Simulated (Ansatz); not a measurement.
Results of PBEsol in Ansatz (plane waves, PAW) for BaC₂ (R-3m, No. 166, 3 atoms in the cell; start mp-1018141).

Run with plane-wave cutoff 500 eV, 10×10×10 k mesh, gaussian smearing 0.02 eV, scalar-relativistic PAW data made under PBE.

Cell (relaxed at this level):

```
BaC2
1.0
    2.54188     1.46755     2.45300
   -2.54188     1.46755     2.45300
    0.00000    -2.93511     2.45300
Ba C
1 2
Direct
  0.00000   0.00000   0.00000
  0.58596   0.58596   0.58596
  0.41404   0.41404   0.41404
```

Predict the band gap.


band gap: 1.18 eV (on the SCF k mesh)

Note: the relaxation could not lower the start's symmetry, so the cell can be a saddle point above a distorted one.

Spin–orbit coupling is not included.

The computed numbers hold no vibrational or temperature effects.

A start named mp-… is a Materials Project structure, which need not be a measured phase.

Ansatz is an electronic-structure program.
